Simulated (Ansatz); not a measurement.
Cell A: Si (diamond, Fd-3m), 2 atoms in the cell, k-point mesh 12×12×12 on the run's own vectors.
```cif
data_Si2
_chemical_formula_sum 'Si2'
_space_group_name_H-M_alt 'P 1'
_space_group_IT_number 1
_cell_length_a 3.86769
_cell_length_b 3.86769
_cell_length_c 3.86769
_cell_angle_alpha 60.000
_cell_angle_beta 60.000
_cell_angle_gamma 60.000
loop_
_space_group_symop_operation_xyz
  'x, y, z'
loop_
_atom_site_label
_atom_site_type_symbol
_atom_site_fract_x
_atom_site_fract_y
_atom_site_fract_z
_atom_site_occupancy
Si1 Si 0.00000 0.00000 0.00000 1
Si2 Si 0.25000 0.25000 0.25000 1
```

Cell B: SiO2 (quartz, P3₂21), 9 atoms in the cell, k-point mesh 12×12×6 on the run's own vectors.
```
O2Si
1.0
    5.01987     0.00000     0.00000
   -2.50993     4.34733     0.00000
    0.00000     0.00000     5.50885
Si O
3 6
Direct
  0.47646   0.00000   0.66667
  0.00000   0.47646   0.33333
  0.52354   0.52354   0.00000
  0.41446   0.25586   0.79450
  0.74414   0.15859   0.46117
  0.84141   0.58554   0.12783
  0.25586   0.41446   0.20550
  0.15859   0.74414   0.53883
  0.58554   0.84141   0.87217
```

Cell C: LiF (rock salt, Fm-3m), 2 atoms in the cell, k-point mesh 14×14×14 on the run's own vectors.
```
CELL_PARAMETERS angstrom
      0.00000     2.03393     2.03393
      2.03393     0.00000     2.03393
      2.03393     2.03393     0.00000
ATOMIC_POSITIONS crystal
  Li 0.00000 0.00000 0.00000
  F  0.50000 0.50000 0.50000
```

All numbers come from Ansatz (a program for electronic structure), plane waves with PAW, its default PAW set, cutoff 420 eV. The structures are at rest with PBE; other levels are single points on them. HSE06 runs on coarser k-point meshes, which give the PBE gaps of the finer ones within 0.03 eV. Neutral cells; Fermi-Dirac smearing of at most 0.05 eV in the solids, energies taken to zero width. The lattices are those relaxed with PBE, so at other levels the solids can be strained. Cells are local rest points, mostly with their start's symmetry. A dispersion term ran beside these levels; it doesn't touch the electrons. Gaps are highest filled to lowest empty Kohn-Sham level on the run's k-point mesh, states of defects and surfaces included; edges off the mesh make the true gap smaller, and under 0.08 eV counts as none.

Q: Put the candidates in order of band gap (eV), highest first, for HSE06.

A: C (11.12), B (7.52), A (1.17)
